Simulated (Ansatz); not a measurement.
```yaml
crystal:
  lattice:
    - [0.00000, 2.55829, 2.55829]
    - [2.55829, 0.00000, 2.55829]
    - [2.55829, 2.55829, 0.00000]
  atoms:
    - { symbol: Se, position: [0.00000, 0.00000, 0.00000] }
    - { symbol: Mg, position: [0.50000, 0.50000, 0.50000] }
```

The pressure is 15 GPa. The structure is held there; whether it is the stable one at that pressure was not tested.

What linear thermal expansion coefficient does the quasi-harmonic free energy on Ansatz (a first-principles code), LDA functional, plane-wave PAW give at 200 K, and what isobaric heat capacity per mole of formula units and Grüneisen parameter?

α = 6.8 × 10⁻⁶ K⁻¹; C_P = 40.3 J/(mol K); γ = 1.28. The crystal is held in this phase throughout; melting and phase transitions are not modelled.

The PAW data sets were generated under PBE and serve the other functionals too.
